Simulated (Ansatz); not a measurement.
Take Ta in the bcc (W type) structure (space group Im-3m, No. 229; a = 3.306 Å; relaxed with 0.1 eV smearing) as the base. Axes: x, y, z lie along the cube axes.

Structures relaxed with r2SCAN (Ansatz, a quantum-chemistry and plane-wave program), no spin-orbit coupling.

Base:

Simulated powder pattern, Cu Kα1, λ = 1.54056 Å (kinematic, ideal powder, no thermal factors, no anomalous dispersion; the 8 strongest lines at most, above 2 %, up to 2θ = 90°):

```
2θ (°)  I/Imax (%)    hkl
------  ----------  -----
38.48          100  (110)
55.55           18  (200)
69.60           37  (211)
82.45           12  (220)
```

After one change:

Simulated powder pattern, Cu Kα1, λ = 1.54056 Å (kinematic, ideal powder, no thermal factors, no anomalous dispersion; the 8 strongest lines at most, above 2 %, up to 2θ = 90°):

```
2θ (°)  I/Imax (%)
------  ----------
38.37          100
38.81           97
55.72           35
69.08           19
69.97           36
70.27           18
82.17           12
83.29           11
```

Question: Which of these changes matches the shifts?
A. biaxial strain −1.67 %, plane normal [111], relaxed out of plane
B. biaxial strain −0.83 %, plane normal [111], relaxed out of plane
C. biaxial strain −2.50 %, plane normal [111], relaxed out of plane
D. biaxial strain −0.42 %, plane normal [111], relaxed out of plane

Answer: B, biaxial strain −0.83 %, plane normal [111], relaxed out of plane. Its volume per atom is 17.92 Å³ against 18.07 Å³, and its space group is R-3m (No. 166).

No phonon test of stability was made. All final runs are without spin polarisation.
